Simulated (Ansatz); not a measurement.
Levels about the gap of amorphous Hf18O39Sc2 (59 atoms in a cell of 763 Å³, 8.55 g/cm³; zone centre alone, so wide bands show as single levels with stretches between that a denser mesh fills), at the geometry that PBE relaxed, where it gives 2.6 GPa on a denser mesh. The participation number counts the atoms over which a state spreads; weights are charges in smoothed Voronoi cells. The levels come from a single point, so bond lengths are those of that geometry. Method of the levels: PBE, scalar-relativistic without spin-orbit coupling (Ansatz, a quantum-chemistry and plane-wave program). Sampling: the zone centre alone; Fermi-Dirac width 0.02 eV; no spin polarisation. At PBE the levels at the filled edge of the gap are localised (band-tail or defect states).

Preparation: random packing, a CHGNet melt and quench, and a DFT relaxation. O atoms were pushed apart under 1.9 Å during the dynamics, to hinder bonds among them. The hot cell started wider than the set density and was brought back towards it in steps. It is the lowest in DFT energy of 2 quenches. It is a model cell: composition and starting density were chosen by hand, and all elements were melted together. No dispersion term was used. Its density started from a set value of 8.55 and ended at 8.55 g/cm³. The simulated quench (nominally 450 K/ps over its main leg) is rapid and tends to freeze in more defects than a deposited or slowly cooled glass has. One small periodic cell is one sample of the glass; other quenches scatter about these values. The volume was held where the preparation left it and the shape relaxed, at a PBE pressure of 2.6 GPa. Stress components on the final sampling reach 2.6 GPa.

| E - E(highest filled), eV | filling | participation number | largest on | weight O | weight Hf | weight Sc |
|---|---|---|---|---|---|---|
| -0.52 | filled | 20.9 | O, 3 neighbours | 0.94 | 0.05 | 0.01 |
| -0.45 | filled | 13.8 | O, 3 neighbours | 0.95 | 0.04 | 0.00 |
| -0.40 | filled | 16.3 | O, 3 neighbours | 0.95 | 0.05 | 0.01 |
| -0.34 | filled | 19.4 | O, 4 neighbours | 0.95 | 0.05 | 0.00 |
| -0.25 | filled | 8.5 | O, 3 neighbours | 0.94 | 0.05 | 0.01 |
| -0.23 | filled | 22.0 | O, 3 neighbours | 0.95 | 0.04 | 0.00 |
| 0.00 | filled | 4.9 | O, 3 neighbours | 0.94 | 0.06 | 0.00 |
| 3.91 | empty | 43.6 | Hf, 6 neighbours | 0.50 | 0.45 | 0.05 |
| 4.01 | empty | 19.7 | Hf, 6 neighbours | 0.38 | 0.51 | 0.12 |
| 4.11 | empty | 26.6 | Sc, 7 neighbours | 0.36 | 0.47 | 0.17 |
| 4.24 | empty | 15.4 | Sc, 7 neighbours | 0.35 | 0.44 | 0.21 |
| 4.37 | empty | 18.4 | Hf, 5 neighbours | 0.41 | 0.57 | 0.02 |
| 4.42 | empty | 30.7 | Hf, 6 neighbours | 0.37 | 0.61 | 0.02 |
| 4.50 | empty | 36.4 | Hf, 6 neighbours | 0.42 | 0.53 | 0.05 |

Most localised among these is the filled level at +0.00 eV, on a O atom, which has 3 neighbours (Hf 2.02 Å, Hf 2.08 Å, Hf 2.32 Å).
